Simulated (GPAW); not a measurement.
GPAW run on CaGa2Ni (Cmcm, 8 atoms in the cell): self-consistent single point

Computed with PBEsol, GPAW PAW datasets PBEsol (made by gpaw-setup) (plane waves; GPAW).

Input:

```python
from ase import Atoms
from ase.units import GPa
from gpaw import GPAW

atoms = Atoms(['Ca', 'Ca', 'Ga', 'Ga', 'Ga', 'Ga', 'Ni', 'Ni'],
              cell=[[1.995790, -5.216350, 0.000000],
                    [1.995790, 5.216350, 0.000000],
                    [0.000000, 0.000000, 6.909540]],
              scaled_positions=[[0.554770, 0.445230, 0.250000],
                                [0.445230, 0.554770, 0.750000],
                                [0.834760, 0.165240, 0.442870],
                                [0.165240, 0.834760, 0.557130],
                                [0.165240, 0.834760, 0.942870],
                                [0.834760, 0.165240, 0.057130],
                                [0.719090, 0.280910, 0.750000],
                                [0.280910, 0.719090, 0.250000]],
              pbc=True)

calc = GPAW(mode={'name': 'pw', 'ecut': 850},
            xc='PBEsol',
            kpts={'size': (7, 7, 4), 'gamma': True},
            occupations={'name': 'marzari-vanderbilt', 'width': 0.1},
            nbands=-12,
            convergence={'density': 1e-05},
            symmetry={'symmorphic': False, 'tolerance': 0.0005},
            maxiter=120,
            txt='-')

atoms.calc = calc

energy = atoms.get_potential_energy()
print('Energy (eV):', round(energy, 6))
forces = atoms.get_forces()
print('Forces (eV/Ang):')
print(forces.round(5))
stress = atoms.get_stress()
print('Stress (GPa, Voigt):', (stress / GPa).round(4))
```

The program printed (abridged):

```
Input parameters:
  convergence: {density: 1e-05}
  kpts: {gamma: True,
         size: (7, 7, 4)}
  maxiter: 120
  mode: {ecut: 850,
         name: pw}
  nbands: -12
  occupations: {name: marzari-vanderbilt,
                width: 0.1}
  symmetry: {symmorphic: False,
             tolerance: 0.0005}
  xc: PBEsol

species:
  Ca:
    name: Calcium
    Z: 20.0
    valence: 10
    core: 10
    charge: 0.0
    file: Ca.PBEsol.gz

    # Using partial waves for Ca as LCAO basis

  Ga:
    name: Gallium
    Z: 31.0
    valence: 3
    core: 28
    charge: 0.0
    file: Ga.PBEsol.gz

    # Using partial waves for Ga as LCAO basis

  Ni:
    name: Nickel
    Z: 28.0
    valence: 16
    core: 12
    charge: 0.0
    file: Ni.PBEsol.gz

    # Using partial waves for Ni as LCAO basis

Reference energy: -331018.024393  # eV

Spin-paired calculation

Convergence criteria:
 Maximum [total energy] change in last 3 cyles: 0.0005 eV / valence electron
 Maximum integral of absolute [dens]ity change: 1e-05 electrons / valence electron
 Maximum integral of absolute [eigenst]ate change: 4e-08 eV^2 / valence electron
 Maximum number of scf [iter]ations: 120

Symmetries present (total): 8
Symmetries with fractional translations: 4
196 k-points: 7 x 7 x 4 Monkhorst-Pack grid + [0.000000,0.000000,1/8]
48 k-points in the irreducible part of the Brillouin zone
       k-points in crystal coordinates                weights
   0:     0.00000000    0.00000000    0.00000000          1/196
   1:     0.00000000    0.00000000    0.25000000          2/196
   2:     0.00000000    0.00000000    0.50000000          1/196
   [... 7 lines left out ...]
          ...
  47:     0.42857143    0.42857143    0.50000000          2/196

Wave functions: Plane wave expansion
  Cutoff energy: 850.000 eV
  Number of coefficients (min, max): 8062, 8128
  Pulay-stress correction: 0.000000 eV/Ang^3 (de/decut=0.000000)

Occupation numbers: Marzari-Vanderbilt:
  width: 0.1000  # eV

Eigensolver

Densities:
  Coarse grid: 40*40*48 grid
  Fine grid: 80*80*96 grid
  Total Charge: 0.000000

Density mixing:
  Method: separate
  Backend: pulay
  Linear mixing parameter: 0.05
  old densities: 5
  Damping of long wavelength oscillations: 50

Hamiltonian:
  XC and Coulomb potentials evaluated on a 80*80*96 grid
  External potential:
    NoExternalPotential

XC parameters: PBEsol with 2 nearest neighbor stencil

Number of atoms: 8
Number of atomic orbitals: 50
Number of bands in calculation: 44
Number of valence electrons: 64
Bands to converge: occupied

Density initialized from atomic densities
  44 bands from LCAO basis set

Atomic positions and initial magnetic moments

Positions:
   0 Ca     1.995790   -0.571399    1.727385    ( 0.0000,  0.0000,  0.0000)
   1 Ca     1.995790    0.571399    5.182155    ( 0.0000,  0.0000,  0.0000)
   2 Ga     1.995790   -3.492451    3.060028    ( 0.0000,  0.0000,  0.0000)
   3 Ga     1.995790    3.492451    3.849512    ( 0.0000,  0.0000,  0.0000)
   4 Ga     1.995790    3.492451    6.514798    ( 0.0000,  0.0000,  0.0000)
   5 Ga     1.995790   -3.492451    0.394742    ( 0.0000,  0.0000,  0.0000)
   6 Ni     1.995790   -2.285700    5.182155    ( 0.0000,  0.0000,  0.0000)
   7 Ni     1.995790    2.285700    1.727385    ( 0.0000,  0.0000,  0.0000)

Unit cell:
           periodic     x           y           z      points  spacing
  1. axis:    yes    1.995790   -5.216350    0.000000    40     0.0932
  2. axis:    yes    1.995790    5.216350    0.000000    40     0.0932
  3. axis:    yes    0.000000    0.000000    6.909540    48     0.1439

  Lengths:   5.585113   5.585113   6.909540
  Angles:   90.000000  90.000000 138.126021

Effective grid spacing dv^(1/3) = 0.1233

     iter     time        total  log10-change:
                         energy   eigst   dens
iter:   1 --:--:--   -40.425206
iter:   2 --:--:--   -38.897294   -0.23  -1.25
iter:   3 --:--:--   -38.239462   -0.53  -1.31
iter:   4 --:--:--   -39.271646   -0.98  -1.39
iter:   5 --:--:--   -38.601903   -1.88  -1.42
iter:   6 --:--:--   -38.925764   -0.89  -1.68
iter:   7 --:--:--   -37.920833   -1.42  -1.54
iter:   8 --:--:--   -37.889414   -2.89  -2.06
iter:   9 --:--:--   -37.890810c  -3.74  -2.40
iter:  10 --:--:--   -37.896047c  -3.47  -2.47
iter:  11 --:--:--   -37.885763c  -3.25  -2.48
iter:  12 --:--:--   -37.885336c  -3.93  -3.11
iter:  13 --:--:--   -37.885324c  -4.78  -3.34
iter:  14 --:--:--   -37.885285c  -5.11  -3.40
iter:  15 --:--:--   -37.885291c  -5.28  -3.67
iter:  16 --:--:--   -37.885262c  -6.03  -3.65
iter:  17 --:--:--   -37.885260c  -6.93  -3.90
iter:  18 --:--:--   -37.885257c  -6.99  -4.01
iter:  19 --:--:--   -37.885256c  -6.72  -4.20
iter:  20 --:--:--   -37.885256c  -7.44c -4.26
iter:  21 --:--:--   -37.885256c  -7.62c -4.35
iter:  22 --:--:--   -37.885256c  -7.66c -4.46
iter:  23 --:--:--   -37.885257c  -7.95c -4.54
iter:  24 --:--:--   -37.885256c  -8.78c -4.64
iter:  25 --:--:--   -37.885256c  -8.64c -4.66
iter:  26 --:--:--   -37.885256c  -8.20c -4.68
iter:  27 --:--:--   -37.885256c  -8.44c -4.81
iter:  28 --:--:--   -37.885256c  -7.82c -4.95
iter:  29 --:--:--   -37.885256c  -9.40c -5.35c

Converged after 29 iterations.

Dipole moment: (-0.000000, 0.000000, -0.000000) |e|*Ang

Energy contributions relative to reference atoms: (reference = -331018.024393)

Kinetic:        +67.892358
Potential:      -46.785130
External:        +0.000000
XC:             -58.036138
Entropy (-ST):   +0.002538
Local:           -0.958885
SIC:             +0.000000
--------------------------
Free energy:    -37.885256
Extrapolated:   -37.885256

Showing only first 2 kpts
 Kpt  Band  Eigenvalues  Occupancy
  0    30      6.44665    0.93368
  0    31      6.61055    0.00645
  0    32      6.88627    0.00000
  0    33      8.34679    0.00000

  1    30      6.09457    2.00013
  1    31      6.19793    2.01576
  1    32      7.60130    0.00000
  1    33      7.83610    0.00000

Fermi level: 6.45605

No gap
No difference between direct/indirect transitions
Energy (eV): -37.885256

Forces in eV/Ang:
  0 Ca    0.00000   -0.01431   -0.00000
  1 Ca    0.00000    0.01431    0.00000
  2 Ga    0.00000   -0.12665    0.03418
  3 Ga    0.00000    0.12665   -0.03418
  4 Ga    0.00000    0.12665    0.03418
  5 Ga    0.00000   -0.12665   -0.03418
  6 Ni    0.00000   -0.01541   -0.00000
  7 Ni    0.00000    0.01541    0.00000

Stress tensor:
     0.000207     0.000000     0.000000
     0.000000     0.007056     0.000000
     0.000000     0.000000     0.000788
Stress (GPa, Voigt): [0.0332 1.1305 0.1263 0.     0.     0.    ]
```

The run converged in 29 iterations. GPAW prints stress with tension positive.

The starting cell comes from a database of computed structures (which also holds hypothetical and non-ambient phases and stackings), without a prior relaxation at this level. Spin polarisation is off.

Cost on one core of a shared machine: roughly 9 min.
